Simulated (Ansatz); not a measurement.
**What biaxial strain +3.89 %, plane normal [110], relaxed out of plane does to Ta**

Start from Ta in the bcc (W type) structure (space group Im-3m, No. 229; a = 3.282 Å). Axes: x, y, z lie along the cube axes.

It is then changed as follows: tensile biaxial strain of 3.89 % in the plane normal to [110], as in epitaxy on a mismatched substrate; the out-of-plane cell vector and the atoms relax.

Computed with PBEsol in Ansatz (plane waves to 420 eV, PAW, scalar-relativistic without spin-orbit coupling). k-mesh 20×20×20 (Γ-centred); smearing 0.05 eV (Fermi–Dirac).

The space group changes from Im-3m (No. 229) to Fmmm (No. 69) and the shortest interatomic distance decreases by 0.046 Å to 2.796 Å. The energy rises by 42 meV/atom and the pressure (mean of the normal stresses, compression positive) goes from zero to -5.6 GPa. The band gap is still zero and the out-of-plane strain amounts to -4.51 % (rough). The mean in-plane stress (compression positive) is -8.4 GPa (rough).

Without a gap, meshes like the base's 20×20×20 leave anisotropic stresses uncertain by several tenths of a GPa, and small strain energies with them. Whether these cells are dynamically stable was not tested. All final runs are without spin polarisation.

Ansatz is a quantum-chemistry and plane-wave program.
